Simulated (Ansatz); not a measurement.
# What isotropic strain +1.50 % does to SiC

Take SiC in the zinc blende structure (space group F-43m, No. 216; a = 4.357 Å) as the base.

Modification: the cell is scaled by 1.0150 in all directions, atoms relaxed at fixed cell.

Computed with Ansatz (a quantum-chemistry and plane-wave program), PBEsol, PAW, cutoff 420 eV, no SOC. Γ-centred 13×13×13 mesh, Fermi–Dirac width 0.05 eV.

| quantity | base | changed | shift |
|---|---|---|---|
| volume per atom | 10.34 Å³ | 10.81 Å³ | +0.47 Å³ |
| space group | F-43m (No. 216) | F-43m (No. 216) | – |
| shortest interatomic distance | 1.887 Å | 1.915 Å | +0.028 Å |
| energy relative to the base (free energy F) | 0 meV/atom | +14 meV/atom | +14 meV/atom |
| band gap | 1.24 eV | 1.28 eV | +0.04 eV |
| gap character | indirect, Γ → X | indirect, Γ → X | – |
| smallest direct gap | 4.45 eV | 4.41 eV | -0.049 eV |
| mean gap deformation potential ΔEg/Δln V | – | +0.8 eV | – |
| electron mass | 0.62 mₑ along k, 0.22 mₑ across (at X) | 0.69 mₑ along k, 0.23 mₑ across (at X) | – |
| hole mass (degenerate bands, along [100]) | 0.37, 0.59, 0.59 mₑ (at Γ) | 0.35, 0.58, 0.58 mₑ (at Γ) | – |

Final structure:

```yaml
crystal:
  lattice:
    - [0.00000, 2.21111, 2.21111]
    - [2.21111, 0.00000, 2.21111]
    - [2.21111, 2.21111, 0.00000]
  atoms:
    - { symbol: Si, position: [0.00000, 0.00000, 0.00000] }
    - { symbol: C, position: [0.25000, 0.25000, 0.25000] }
```

Masses are band curvatures over ±0.01 Å⁻¹ around the edge. Along k means along the line from Γ to the band edge. Whether these cells are dynamically stable was not tested.
